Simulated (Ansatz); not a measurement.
## Hypothetical rutile HfS2, pressure series

The parent structure is HfS$_{2}$ in the rutile structure (space group P4_2/mnm, No. 136; a = 6.0237 Å, c = 3.6520 Å; a hypothetical phase, not in the database extracts checked).

Cell and atoms are relaxed at each pressure.

Level of theory: PBEsol in Ansatz (plane waves to 420 eV, PAW, without spin-orbit coupling).

Computed cases, in order: pressure −2 GPa; pressure −1 GPa; 0 GPa (base); pressure 0.3 GPa; pressure 0.7 GPa; pressure 1.5 GPa; pressure 3 GPa; pressure 5 GPa; pressure 7.5 GPa; pressure 10 GPa.

Problem. Between which two neighbouring cases does the band gap open or close?

Solution. Between pressure 7.5 GPa (0.06 eV) and pressure 10 GPa (zero). The whole series: pressure −2 GPa: 0.33 eV; pressure −1 GPa: 0.29 eV; 0 GPa (base): 0.26 eV; pressure 0.3 GPa: 0.25 eV; pressure 0.7 GPa: 0.24 eV; pressure 1.5 GPa: 0.22 eV; pressure 3 GPa: 0.18 eV; pressure 5 GPa: 0.12 eV; pressure 7.5 GPa: 0.06 eV; pressure 10 GPa: zero.

Spin-orbit coupling, missing from the scalar runs, can matter with Hf. Load acts through the strain it causes; cell and atoms are relaxed under it. No phonon test of stability was made. No other phases were tried under pressure. All final runs are without spin polarisation. A zero or small gap of HfS2 can be the functional's error rather than a property of the material.

Ansatz is a quantum-chemistry and plane-wave program.
